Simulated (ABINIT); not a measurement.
Input and output of a self-consistent single point for Cs (Im-3m, 1 atom in the cell) (ABINIT).

Level of theory: LDA (PW92), norm-conserving pseudopotentials (PseudoDojo nc-sr-04 LDA standard) (plane waves; ABINIT).

```
Cs
1.0
   -3.15975     3.15975     3.15975
    3.15975    -3.15975     3.15975
    3.15975     3.15975    -3.15975
Cs
1
Direct
  0.00000   0.00000   0.00000
```

Reference input (self-consistent single point, DFT, PBE, plane waves, norm-conserving pseudopotentials (PseudoDojo nc-sr-05 PBE standard)): pseudos = [Cs.upf]; ecut = 25 Ha; occopt = 3; tsmear = 0.00183747 Ha; ngkpt = 6 6 6; nshiftk = 1; shiftk = 0 0 0; potentials = PseudoDojo nc-sr-05 PBE standard; nband = 10; kptopt = 1; nstep = 50; tolvrs = 1e-12. This run's input differs from it in these lines:

```diff
@@ -1,2 +1,2 @@
-# Cs, PseudoDojo nc-sr-05 PBE standard
+# Cs, PseudoDojo nc-sr-04 LDA standard
 pp_dirpath "./"
@@ -13,3 +13,3 @@
 xred    0.0000000000    0.0000000000    0.0000000000
-ecut 25
+ecut 24
 occopt 3
```

Its files differ too (potentials: PseudoDojo nc-sr-05 PBE standard → PseudoDojo nc-sr-04 LDA standard).

Log, with long lists cut:

```
--- !BeginCycle
solver: {iscf: 7, nstep: 50, nline: 4, wfoptalg: 0, }
tolerances: {tolvrs: 1.00E-12, }
...

     iter   Etot(hartree)      deltaE(h)  residm     vres2
 ETOT  1  -23.432725417829    -2.343E+01 1.212E-02 5.882E-01
 ETOT  2  -23.436158283627    -3.433E-03 5.233E-04 2.745E-02
 ETOT  3  -23.436160213153    -1.930E-06 6.090E-04 1.821E-03
 ETOT  4  -23.436160347967    -1.348E-07 8.061E-04 2.794E-04
 ETOT  5  -23.436160357190    -9.222E-09 2.451E-04 1.912E-05
 ETOT  6  -23.436160358946    -1.756E-09 1.491E-04 1.964E-07
 ETOT  7  -23.436160358981    -3.548E-11 1.053E-04 8.476E-09
 ETOT  8  -23.436160358980     1.140E-12 1.565E-04 1.471E-09
 ETOT  9  -23.436160358983    -2.800E-12 3.157E-05 1.331E-11
 ETOT 10  -23.436160358984    -7.994E-13 4.416E-05 5.846E-13
 At SCF step   10       vres2   =  5.85E-13 < tolvrs=  1.00E-12 =>converged.

 Cartesian components of stress tensor (hartree/bohr^3)
  sigma(1 1)=  1.43546938E-05  sigma(3 2)=  0.00000000E+00
  sigma(2 2)=  1.43546938E-05  sigma(3 1)=  0.00000000E+00
  sigma(3 3)=  1.43546938E-05  sigma(2 1)=  0.00000000E+00

 ----iterations are completed or convergence reached----

 reduced coordinates (array xred) for    1 atoms
       0.000000000000      0.000000000000      0.000000000000
 cartesian forces (eV/Angstrom) at end:
    1     -0.00000000000000    -0.00000000000000    -0.00000000000000
 frms,max,avg= 0.0000000E+00 0.0000000E+00   0.000E+00  0.000E+00  0.000E+00 e/A
 length scales=  1.889726132886  1.889726132886  1.889726132886 bohr
              =  1.000000000000  1.000000000000  1.000000000000 angstroms
   [... lines left out ...]
 Fermi (or HOMO) energy (eV) =   0.95678   Average Vxc (eV)=  -5.40303
   [... lines left out ...]
total_energy        : -2.34361603589838E+01
total_energy_eV     : -6.37730355732823E+02
band_energy         : -3.82194009869105E+00
...

-Cartesian components of stress tensor (GPa)         [Pressure= -4.2233E-01 GPa]
- sigma(1 1)=  4.22329600E-01  sigma(3 2)=  0.00000000E+00
- sigma(2 2)=  4.22329600E-01  sigma(3 1)=  0.00000000E+00
- sigma(3 3)=  4.22329600E-01  sigma(2 1)=  0.00000000E+00

 Calculation completed.
```

The run converged in 10 iterations. Against the reference run the pressure goes from -0.12 to -0.42 GPa.

The starting cell comes from a database of computed structures (which also holds hypothetical and non-ambient phases and stackings), without a prior relaxation at this level. Its lattice was rescaled by a random factor within 2.5 % of one.
